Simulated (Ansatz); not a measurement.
**A computed series for BAs: response to strain**

The reference is BAs in the zinc blende structure (space group F-43m, No. 216; a = 4.768 Å). Axes: x, y, z lie along the cube axes.

Strains are applied to the cell and any free atomic positions relax.

Level of theory: PBEsol in Ansatz (plane waves to 420 eV, PAW, no spin-orbit coupling).

Notes on the quantities. pressure: mean of the normal stresses, compression positive.

```csv
change,pressure,volume per atom,gap character,smallest direct gap
base,0.00 GPa,13.55 Å³,–,3.25 eV
uniaxial strain ε_xx = −3.52 %,?,13.07 Å³,"indirect, Γ → Γ–M (78 % along)",?
uniaxial strain ε_xx = +4.37 %,-5.50 GPa,14.14 Å³,"indirect, Γ → Γ–X (82 % along)",?
uniaxial strain ε_yy = +2.08 %,-2.77 GPa,13.83 Å³,"indirect, Γ → Γ–X (82 % along)",3.12 eV
uniaxial strain ε_zz = −2.72 %,4.09 GPa,13.18 Å³,"indirect, Γ → Γ–M (78 % along)",3.00 eV
uniaxial strain ε_zz = +4.86 %,?,14.21 Å³,"indirect, Γ → Γ–X (82 % along)",2.95 eV
```

Q: Some entries are withheld; estimate them.

A: 
- uniaxial strain ε_xx = −3.52 %, pressure: 5.39 GPa
- uniaxial strain ε_xx = −3.52 %, smallest direct gap: 2.92 eV
- uniaxial strain ε_xx = +4.37 %, smallest direct gap: 2.98 eV
- uniaxial strain ε_zz = +4.86 %, pressure: -6.04 GPa

Stability against distortions was not tested. Labels are those of the standard path for the cell's own space group.

Ansatz is an electronic-structure program.
